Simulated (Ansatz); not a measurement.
Effect of P → Sb on GaP

Consider GaP in the zinc blende structure (space group F-43m, No. 216; a = 5.4517 Å).

The change: full substitution P → Sb, then cell and atoms are relaxed.

Calculations: plane-wave PAW DFT at the r2SCAN level (Ansatz, a quantum-chemistry and plane-wave program, 500 eV), scalar-relativistic without spin-orbit coupling, earlier PAW set. Settings: 13×13×13 k-points, 0.05 eV Fermi–Dirac smearing, for the changed cell.

- Volume per atom = 28.84 Å³ (base 20.25 Å³)
- Lattice parameter a = 613.3 pm (base 545.2 pm)
- Space group = F-43m (No. 216) (base F-43m (No. 216))
- Shortest interatomic distance = 265.6 pm (base 236.1 pm)
- Band gap = 0.41 eV (base 1.85 eV)
- Gap character = direct at Γ (base indirect, Γ → Γ–X (87 % along))
- Width of the top valence band = 3.21 eV (base 3.54 eV)
- Electron mass = 0.023 mₑ (at Γ) (base 1.1 mₑ along k, 0.23 mₑ across (off the special points))
- Hole mass (degenerate bands, along [100]) = 0.023, 0.26, 0.26 mₑ (at Γ) (base 0.13, 0.37, 0.37 mₑ (at Γ))

Final structure:

```
CELL_PARAMETERS angstrom
      0.00000     3.06665     3.06665
      3.06665     0.00000     3.06665
      3.06665     3.06665     0.00000
ATOMIC_POSITIONS crystal
  Sb 0.75000 0.75000 0.75000
  Ga 0.00000 0.00000 0.00000
```

Cost of the whole job for the changed cell (relaxation, final SCF and bands): about 80 core-seconds (a rough figure).

With Sb present, leaving out spin-orbit coupling can change the band edges. Masses are band curvatures over ±0.01 Å⁻¹ around the edge. Along k means along the line from Γ to the band edge. Stability against distortions was not tested.
